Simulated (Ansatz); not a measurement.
**Zn₆Mo (space group Fm-3m, No. 225; a cell from a computed database, its experimental status unchecked)**

```
Zn6Mo
1.0
    0.00000     3.78894     3.78894
    3.78894     0.00000     3.78894
    3.78894     3.78894     0.00000
Zn Mo
6 1
Direct
  0.50000   0.50000   0.00000
  0.00000   0.00000   0.50000
  0.00000   0.50000   0.50000
  0.50000   0.00000   0.00000
  0.50000   0.00000   0.50000
  0.00000   0.50000   0.00000
  0.00000   0.00000   0.00000
```

Level of theory: PBEsol in Ansatz (plane waves to 420 eV, PAW, without spin-orbit coupling). Γ-centred 11×11×11 mesh, Fermi–Dirac width 0.05 eV.

- Volume per atom = 15.54 Å³
- Density = 7.45 g/cm³
- Band gap = zero
- Total energy = -3511.855 eV/atom (σ→0; compares only within this code and set-up)

No phonon test of stability was made. The final runs are not spin-polarised. Zn6Mo has a high density of states at the Fermi level and may be magnetic at this level.

Ansatz is a first-principles code.
